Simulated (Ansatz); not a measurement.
Hypothetical P-3m1 Ba3P2: element substitutions

The reference is Ba$_{3}$P$_{2}$ (space group P-3m1, No. 164; a = 5.4010 Å, c = 6.7262 Å; a hypothetical phase, not in the database extracts checked).

Each row replaces one element on all its sites; cell and atoms are relaxed.

Method: PBEsol in Ansatz (plane waves to 420 eV, PAW, spin-orbit coupling left out).

Problem. Only one of these has no band gap. Which?
A. Ba → Ca
B. Ba → Cs
C. P → As

Solution. B, Ba → Cs. Computed: Ba → Cs: zero; P → As: 0.13 eV; Ba → Ca: 0.86 eV

Whether these cells are dynamically stable was not tested. As relaxed here, Cs3P2, Ba3As2 and Ca3P2 are hypothetical phases, not in the database extracts checked. The final runs are not spin-polarised. An odd electron count without spin: Cs3P2. The zero or small gap of Ba3P2 and Ba3As2 can change with the level of theory.

Ansatz is a quantum-chemistry and plane-wave program.
